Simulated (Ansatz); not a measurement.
Migration barriers of interstitials in metallic hosts: PBE bands (Ansatz, a first-principles code, plane waves to 420 eV, PAW, climbing-image NEB) beside r2SCAN single points (500 eV) at the PBE geometries. Forward barriers of single hops from the lowest site run, static nuclei, no finite-size correction. The rows are a random draw from the bands that converged and passed our checks of state and shape. Saddle orders were checked for a part of the study's bands only and are not shown. Spin-orbit coupling is left out.

```
Defect                                           Route  Hop (Å), direction in the unit cell  End over start, densest mesh run (eV)        Cell and PBE mesh  r2SCAN k-points  PBE (eV)
-----------------------------------  -----------------  -----------------------------------  -------------------------------------  -----------------------  ---------------  --------
interstitial N in bcc Ta, charge 0    N moves farthest       1.66 along (0.00, 0.00, -0.50)                                   0.00  36 sites, 2×2×3 shifted        same mesh      1.36
interstitial S in fcc Pt, charge 0    S moves farthest      1.71 along (0.25, -0.25, -0.25)                                   0.33  32 sites, 2×2×2 shifted        same mesh      1.25
interstitial N in fcc Al, charge 0    N moves farthest     1.75 along (-0.25, -0.25, -0.25)                                   0.74  32 sites, 3×3×3 shifted        same mesh      0.87
interstitial O in fcc Cu, charge 0    O moves farthest     1.58 along (-0.25, -0.25, -0.25)                                   0.27  32 sites, 3×3×3 shifted        same mesh      0.44
interstitial Cl in fcc Cu, charge 0  Cl moves farthest     1.55 along (-0.25, -0.25, -0.25)                                   0.51  32 sites, 2×2×2 shifted        same mesh      0.63
interstitial Cl in fcc Pt, charge 0  Cl moves farthest       1.71 along (0.25, -0.25, 0.25)                                   0.29  32 sites, 2×2×2 shifted        same mesh      0.78
interstitial N in bcc Nb, charge 0    N moves farthest       1.65 along (0.00, 0.00, -0.50)                                   0.00  36 sites, 2×2×3 shifted        same mesh      1.29
interstitial N in fcc Rh, charge 0    N moves farthest     1.66 along (-0.25, -0.25, -0.25)                                   0.26  32 sites, 2×2×2 shifted        same mesh      1.34
```

Problem. What does r2SCAN give for each row, and how does it differ from PBE over these rows?

Solution. In the order of the rows: 1.43, 1.19, 1.03, 0.43, 0.63, 0.83, 1.36, 1.27 eV. Against PBE it lies higher in 4 of 8 rows and lower in 2 (differences over 0.03 eV). The mean difference is +0.03 eV (median +0.02) and the mean size 0.06 eV; the largest, +0.16 eV, is in row 3.
